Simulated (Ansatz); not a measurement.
Take LuBi in the rock salt structure (space group Fm-3m, No. 225; a = 6.1320 Å; a cell from a computed database, its experimental status unchecked; relaxed with 0.1 eV smearing) as the base. Axes: x, y, z lie along the cube axes.

The values are results of PBEsol/PAW in Ansatz (a program for electronic structure), without spin-orbit coupling, not measurements.

A first run, uniaxial strain ε_xx = +2.46 %, gives secant values C11 ≈ 130 GPa and C12 ≈ 16 GPa from its stress. A second run applies biaxial strain +2.47 %, plane normal [001], relaxed out of plane.

What does linear elasticity predict for −ε⊥/ε∥ in the second run, and what does the run give?

Linear elasticity: 2 C12/C11 = 0.25. The run gives 0.22; any difference comes from nonlinear terms at these strains and numerical noise.

Whether these cells are dynamically stable was not tested.
